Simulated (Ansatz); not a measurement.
Levels about the gap of amorphous Si$_{12}$Ge$_{12}$O$_{48}$ (72 atoms in a cell of 1158 Å³, 2.83 g/cm³; zone centre alone, so wide bands show as single levels with stretches between that a denser mesh fills), at the geometry that PBE relaxed, where it gives 0.0 GPa on a denser mesh. The participation number counts the atoms over which a state spreads; weights are charges in smoothed Voronoi cells. The levels come from a single point, so bond lengths are those of that geometry. Method of the levels: PBE, scalar-relativistic without spin-orbit coupling (Ansatz, a quantum-chemistry and plane-wave program). Sampling: the zone centre alone; Fermi-Dirac width 0.02 eV; no spin polarisation. At PBE the levels at the filled edge of the gap are localised (band-tail or defect states), and the nearest spread-out levels lie 3.7 eV apart at the zone centre.

Preparation: random packing, a CHGNet melt and quench, and a DFT relaxation. O atoms were pushed apart under 1.9 Å during the dynamics, to hinder bonds among them. The hot cell started wider than the set density and was brought back towards it in steps. It is the lowest in DFT energy of 2 quenches. It is a model cell: composition and starting density were chosen by hand, and all elements were melted together. No dispersion term was used. Its density started from a set value of 3.19 and ended at 2.83 g/cm³. The simulated quench (nominally 390 K/ps over its main leg) is rapid and tends to freeze in more defects than a deposited or slowly cooled glass has. A cell of this size samples the disorder only roughly. Volume and shape were free in the relaxation.

```tsv
E - E(highest filled), eV	filling	participation number	largest on	weight O	weight Ge	weight Si
-0.35	filled	24.4	O, 2 neighbours	0.96	0.02	0.02
-0.32	filled	22.2	O, 2 neighbours	0.96	0.02	0.02
-0.28	filled	13.2	O, 2 neighbours	0.96	0.02	0.02
-0.25	filled	16.2	O, 2 neighbours	0.96	0.02	0.02
-0.15	filled	9.4	O, 2 neighbours	0.96	0.02	0.02
-0.03	filled	7.3	O, 2 neighbours	0.96	0.03	0.01
0.00	filled	5.3	O, 2 neighbours	0.96	0.02	0.01
3.49	empty	42.1	Ge, 4 neighbours	0.62	0.32	0.06
4.39	empty	21.6	Ge, 4 neighbours	0.57	0.40	0.03
4.87	empty	27.8	Ge, 4 neighbours	0.60	0.36	0.04
5.02	empty	28.3	Ge, 4 neighbours	0.59	0.35	0.05
5.10	empty	23.8	Ge, 4 neighbours	0.58	0.37	0.05
5.27	empty	32.0	Ge, 4 neighbours	0.60	0.32	0.08
5.64	empty	21.2	Ge, 4 neighbours	0.59	0.35	0.07
```

Most localised among these is the filled level at +0.00 eV, on a O atom, which has 2 neighbours (Ge 1.79 Å, Ge 1.81 Å).
